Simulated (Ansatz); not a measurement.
The parent structure is SrTiO₃ in the cubic perovskite structure (space group Pm-3m, No. 221; a = 3.854 Å). Axes: x, y, z lie along the cube axes.

One thing is altered: compressive biaxial strain of 1.20 % in the plane normal to [001], as in epitaxy on a mismatched substrate; the out-of-plane cell vector and the atoms relax.

The values are results of LDA, PAW, 420 eV (Ansatz, an electronic-structure program; no SOC), not measurements.

Q: Give the band edges at the high-symmetry points of the new zone, measured from its valence-band maximum.

A: 
```
point  valence edge (eV)  conduction edge (eV)
-----  -----------------  --------------------
Γ                  -0.33                  1.83
X                  -0.76                  2.05
M                  -0.09                  4.11
Z                  -0.72                  2.05
R                  -0.16                  3.91
A                   0.00                  4.76
```

The gap is 1.83 eV, indirect, A → Γ.

No phonon test of stability was made. All final runs are without spin polarisation. Many cubic perovskites are stable only at high temperature; tilts and polar distortions were not tested. k-point labels follow each cell's own Brillouin zone.
